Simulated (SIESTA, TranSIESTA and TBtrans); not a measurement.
**Ta chain with one bond stretched by 2.5 Å**

System: Ta chain with one bond stretched by 2.5 Å. Leads: straight Ta chain, spacing 2.35 Å. Geometry: as built, not relaxed.

Method: TranSIESTA and TBtrans, PBE, DZP numerical orbitals (energy shift 0.15 eV), PseudoDojo norm-conserving scalar-relativistic potentials, mesh cutoff 200 Ry, 300 K, spin-polarised (collinear), no spin-orbit coupling; self-consistent non-equilibrium Green functions.

```
Item                               Value
---------------------------------  -----
Conductance at 300 K (G0 = 2e²/h)   0.35
Thermopower (μV/K)                  -5.0
Mean T from −0.5 to 0.5 eV          0.36
```

Energies count from the leads' Fermi level. Transmissions are for each spin. The energy step is 0.01 eV; narrower resonances are cut or missed.

```tsv
E (eV)	T up	T down	lead channels up	down
-2.00	0.15	0.085	4	3
-1.80	0.17	0.12	4	3
-1.60	0.17	0.16	4	3
-1.40	0.18	0.22	4	4
-1.20	0.19	0.27	4	4
-1.00	0.21	0.30	4	4
-0.80	0.23	0.30	4	4
-0.60	0.25	0.29	6	4
-0.40	0.28	0.29	6	4
-0.20	0.31	0.31	6	4
0.00	0.35	0.36	6	4
0.20	0.38	0.43	6	6
0.40	0.42	0.50	6	6
0.60	0.45	0.56	6	6
0.80	0.47	0.59	6	6
1.00	0.47	0.59	6	6
1.20	0.47	0.57	6	6
1.40	0.45	0.54	6	6
1.60	0.41	0.52	4	6
1.80	0.33	0.51	2	6
2.00	0.40	0.51	1	6
```

The magnetic order of the leads was set by the start, and no other order was tried; the separate lead runs end at 1.06 (left) and 1.06 (right) μB an atom. The straight chain is held at its spacing; free chains may zigzag or dimerise. Spin-orbit coupling, left out here, matters for the heavy atoms.
